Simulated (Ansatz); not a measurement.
Structures of equal composition on the (111) surface of fcc Ir: a layer of Zn in place of the second plane; a layer of Zn in place of the third plane. The slabs share one bottom face, and each structure is named by its start. These are constructed structures in small cells; real faces may alloy, dewet or reconstruct in larger ones, and not all known structures of the face are among them. Slabs of about 11 Å, Fermi-Dirac smearing of 0.1 eV. Bottom of the slabs: a bare face, its two planes held. Relaxed from the named starts with such symmetry as they have, on meshes of like density; energies extrapolated to zero smearing; spin only where a row says so; no spin-orbit coupling, no U. Brackets mark spin-polarised runs, whose order is one that fits the cell.

Computed with PBE (plane waves to 420 eV, PAW; Ansatz, a quantum-chemistry and plane-wave program).

Order them by energy per 1x1 cell (lowest first) at the level PBE.

a layer of Zn in place of the second plane (0.000 eV), a layer of Zn in place of the third plane (0.330 eV)
